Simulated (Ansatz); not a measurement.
Take Ba in the bcc (W type) structure (space group Im-3m, No. 229; relaxed with 0.1 eV smearing) as the base.

```xyz
1
Lattice="-2.4409 2.4409 2.4409 2.4409 -2.4409 2.4409 2.4409 2.4409 -2.4409" Properties=species:S:1:pos:R:3 pbc="T T T"
Ba     0.0000     0.0000     0.0000
```

Cartesian axes are those of the cell as printed.

Method: Ansatz (an electronic-structure program) PBEsol, spin-orbit coupling left out.

For the base:

* **Band gap**: zero

The change: biaxial strain −1.00 %, plane normal [001], relaxed out of plane (Cartesian); in-plane vectors clamped, the third vector and the atoms free.

Question: What happens to the out-of-plane strain?

Answer: The out-of-plane strain is +1.29 %.

Question: What does the calculation give for the energy relative to the base after the change?

Answer: The energy goes up by 0.4 meV/atom.

Question: Estimate the effect on the in-plane stress.

Answer: The mean in-plane stress (compression positive) comes out as +0.1 GPa.

Question: What happens to the band gap?

Answer: The band gap remains zero.

No phonon test of stability was made.
